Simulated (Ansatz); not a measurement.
# TiO2 with two functionals, isotropic strain −2.43 %

The reference is TiO2 in the rutile structure (space group P4_2/mnm, No. 136; a = 4.643 Å, c = 2.964 Å).

(Cell as relaxed with PBE.)

Levels (all Ansatz, a quantum-chemistry and plane-wave program, PAW): PBE (420 eV, no SOC); r2SCAN (500 eV, scalar-relativistic without spin-orbit coupling).

Each level relaxes its own structure.

```tsv
base	PBE	r2SCAN
volume per atom	10.65 Å³	10.40 Å³
lattice parameter a	4.643 Å	4.597 Å
band gap	1.86 eV	2.22 eV
```

Now apply this change: every lattice vector is shortened by 2.43 %, atoms relaxed at fixed cell.

| quantity | PBE | r2SCAN |
|---|---|---|
| energy relative to the base (free energy F) | +41 meV/atom | … |
| mean gap deformation potential ΔEg/Δln V | -1.0 eV | … |
| pressure (mean of the normal stresses, compression positive) | 18.69 GPa | … |
| gap character | direct at Γ | … |

### Question
What does r2SCAN give?

### Answer

- energy relative to the base (free energy F), r2SCAN: +45 meV/atom
- mean gap deformation potential ΔEg/Δln V, r2SCAN: -1.5 eV
- pressure (mean of the normal stresses, compression positive), r2SCAN: 20.89 GPa
- gap character, r2SCAN: direct at Γ

PBE's energy relative to the base lies 3.8 meV/atom below r2SCAN's; PBE's mean gap deformation potential ΔEg/Δln V lies 0.45 eV above r2SCAN's; PBE's pressure lies 2.20 GPa below r2SCAN's; the two agree on the gap character. Neither level is exact; r2SCAN is the comparison here, not a measurement.

Stability against distortions was not tested. All final runs are without spin polarisation.
